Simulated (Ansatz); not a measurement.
PrSi2 (I4₁/amd, No. 141), treated with r²SCAN+rVV10 (Ansatz, a program for electronic structure, plane waves, PAW).

Numerical settings: plane-wave cutoff 500 eV, 14×14×14 k mesh, Fermi–Dirac smearing 0.05 eV, spin-polarised start, scalar-relativistic PAW data made under PBE.

Computed at the level's own relaxed cell.

### Question
Predict the volume per atom, equilibrium lattice constant a and c axis length.

### Answer

- volume per atom: 20.58 Å³/atom
- equilibrium lattice constant a: 4.266 Å
- c axis length: 13.573 Å

Note: the magnetic order was assumed, not searched for or taken from measurement; the 4f shell is treated without U or exact exchange, so its levels and filling can be wrong; the volume lies 5 % above that of the published cell.

Spin–orbit coupling is not included.

The computed numbers hold no vibrational or temperature effects.
